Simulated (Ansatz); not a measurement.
N interstitial started as a split pair with N in zinc-blende BN: one set of geometries, relaxed with PBE, evaluated in Ansatz (PAW, plane waves to 420 eV, 500 eV under r2SCAN) with PBE, r2SCAN.

Set-up: 64-site cell; 2×2×2 shifted k-points; start: split with N; charged states image-corrected; energies good to tenths of an eV; relaxed from one start, so a lower configuration may exist; flagged in the runs: a doubtful potential alignment.

```tsv
quantity	PBE	r2SCAN
host gap (eV)	4.46	…
ε(+1/0) above the VBM (eV)	1.04	…
ε(0/−1) above the VBM (eV)	2.62	…
largest moment on one atom at charge +1 (μB)	0.33	…
neutral formation energy against N2 molecule in a box (eV)	9.03	…
largest moment on one atom at charge 0 (μB)	0.18	…
```

### Question
Given the lower rungs, what does r2SCAN give?

### Answer

- host gap (eV), r2SCAN: 4.99
- ε(+1/0) above the VBM (eV), r2SCAN: 1.36
- ε(0/−1) above the VBM (eV), r2SCAN: 2.78
- largest moment on one atom at charge +1 (μB), r2SCAN: 0.36
- neutral formation energy against N2 molecule in a box (eV), r2SCAN: 9.01
- largest moment on one atom at charge 0 (μB), r2SCAN: 0.19

Ansatz is an electronic-structure program.
